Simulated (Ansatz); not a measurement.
Base system: BeTe in the zinc blende structure (space group F-43m, No. 216; a = 5.6635 Å).

Calculations: PBE (Ansatz, an electronic-structure program, PAW, no spin-orbit coupling).

Base values:

| Quantity | Result |
|---|---|
| Pressure | 0.01 GPa |
| Electron mass | 1.9 mₑ along k, 0.26 mₑ across (at X) |

It is then changed as follows: an isotropic linear strain of −0.50 %; the atoms relax in the strained cell.

**Question.** Estimate the effect on the pressure.

**Answer.** The pressure grows by 0.875 GPa (0.01 GPa → 0.88 GPa).

**Question.** What happens to the mean gap deformation potential ΔEg/Δln V?

**Answer.** The mean gap deformation potential ΔEg/Δln V is +2.4 eV.

**Question.** How does this affect the electron mass?

**Answer.** The electron mass changes from 1.9 mₑ along k, 0.26 mₑ across (at X) to 1.8 mₑ along k, 0.26 mₑ across (at X).

With Te present, leaving out spin-orbit coupling can change the band edges. Effective masses come from finite differences of ±0.01 Å⁻¹. Along k means along the line from Γ to the band edge. No phonon test of stability was made.
